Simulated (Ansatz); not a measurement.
Defect: interstitial S in diamond, neutral cell. The step: several atoms move together, S the farthest (a rearrangement that moves the defect's centre by under 1 Å); the atom moves 0.85 Å along (-0.15, -0.11, 0.15) of the unit cell; at the start the S atom holds a host C site and a host atom stands off its site; at the end the S atom holds a host C site and a host atom stands off its site; the moving atom starts with neighbours C at 1.45, 2 C at 1.63, 3 C at 2.10 Å and ends with C at 1.45, 2 C at 1.63, 3 C at 2.10 Å. DFT values are from Ansatz (plane-wave PAW, 420 eV unless said) in a cell of 64 host sites, spin-restricted, static, with no finite-size correction. The host's phase is taken as given; its stability against other phases was not computed. The charge state is imposed; whether it is stable for some Fermi level was not computed. Sites that were not tried may lie lower. For the PBE band: the check of the saddle point's order was inconclusive, and it lies on a symmetry element of the cell, where a band can be held.

```tsv
Level	Forward barrier (eV)	Cost of the band or of the saddle's single point
PBE, a 2×2×2 k-point mesh shifted by half a step, band relaxed	1.05	roughly 100 core-minutes
r2SCAN at 500 eV, a 2×2×2 k-point mesh shifted by half a step, same geometries	1.19	about 90 core-seconds (a rough figure)
```

Ansatz is an electronic-structure program.
